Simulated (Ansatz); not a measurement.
# MgB2: stress against strain

MgB2 (AlB2 type, P6/mmm, 9.623 Å³/atom at rest, c along z) under an equal strain ε in the (0001) plane with the normal axis free, as in a coherent film. PBE in Ansatz, a plane-wave DFT program (PAW, default set), 420 eV, 22×22×16 Γ-centred mesh, Fermi-Dirac smearing 0.10 eV; ions are relaxed within the symmetry of each cell. Stress is positive for a compressed cell.

Here s stands for strain and y for stress xx.

| strain (%) | stress xx (GPa) |
|---|---|
| -1.50 | 7.64 |
| -1.00 | 4.98 |
| -0.50 | 2.44 |
| 0.00 | 0.01 |
| 0.50 | -2.32 |
| 1.00 | -4.54 |
| 1.50 | -6.67 |
| 3.00 | ? |

Fit y of the 7 rows that show it with a straight line. Means: s 0, y 0.220. About the means, the sum of products is -33.365 and the sum of squares of s is 7.0000; the slope is their ratio. Least squares gives y = 0.220 - 4.7664·s. Residuals (row less fit): 0.270, -0.006, -0.163, -0.210, -0.157, 0.006, 0.260; standard error 0.217 (degrees of freedom: 5). The slope gives the biaxial elastic modulus of this plane = 477 ± 8 GPa.

### Question
What does the fit predict for y at s = 3.00, and how far is the calculated value from it?

### Answer
y = 0.220 - 4.7664 × 3.0 = -14.079 GPa. The calculation gives -12.51 GPa, 1.569 GPa above the prediction (7.8 % of the range of y in the table). The row lies outside the fitted rows, so this is an extrapolation. From the scatter of the fitted rows alone, a prediction at this place has a standard error of 0.339 GPa, so the miss is 4.6 times that.

One order more, fitted to all 13 runs of the series, follows each within 0.06, so the miss is the next term of a smooth law. In a metal these values are sensitive to mesh and smearing; energies are taken to zero smearing, stresses follow the free energy. Rows are the converged runs of the series near zero and its far end; series whose fitted rows scatter by over a few per cent of the range, as at a crossing or softening among them, aren't shown in this form. Most that stay on the fit to the last digits aren't either.
